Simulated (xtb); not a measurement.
xtb 6.7.1, GFN2-xTB: W(NH)(S)(NH2)(Me) ([CH3][W](=[NH])([NH2])=[S]), 11 atoms. The geometry is a generated start, not checked to be a minimum at this level.

run flags: --grad
method: GFN2-xTB
--acc: 1 (default)
--etemp (K): 300 (default)
basis functions: 38
valence electrons: 32

```xyz
11

W      0.1385    -0.6047     0.0792
N      1.4309    -0.9985    -1.0708
H      2.2307    -1.3261    -1.6148
S      0.4789    -1.5210     2.0337
N     -1.7145    -0.8384    -0.5195
H     -2.1151    -0.9149    -1.4606
H     -2.4572    -1.0884     0.1506
C      0.4614     1.5223     0.5245
H      1.4735     1.7263     0.9127
H     -0.2461     1.8543     1.3076
H      0.3189     2.1893    -0.3426
```

Charge 0 and multiplicity 1 are set for this test and not shown to be the ground state.

One run each on 1 thread. Values of broydamp tried: 0.02, 0.05, 0.1, 0.2, 0.4 (default), 0.6, 0.8, 1.

Problem. Which value of broydamp needs the fewest SCC iterations, and what happens away from it?

Solution. Fewest SCC iterations, within one of each other: 0.1 with 23, 0.2 with 24. The count rises to 35 at 0.02. All converge to one solution.

```json
[
 {"broydamp": "0.02", "SCC iterations": "35", "end": "same solution"},
 {"broydamp": "0.05", "SCC iterations": "29", "end": "same solution"},
 {"broydamp": "0.1", "SCC iterations": "23", "end": "same solution"},
 {"broydamp": "0.2", "SCC iterations": "24", "end": "same solution"},
 {"broydamp": "0.4 (default)", "SCC iterations": "26", "end": "same solution"},
 {"broydamp": "0.6", "SCC iterations": "28", "end": "same solution"},
 {"broydamp": "0.8", "SCC iterations": "28", "end": "same solution"},
 {"broydamp": "1", "SCC iterations": "29", "end": "same solution"}
]
```
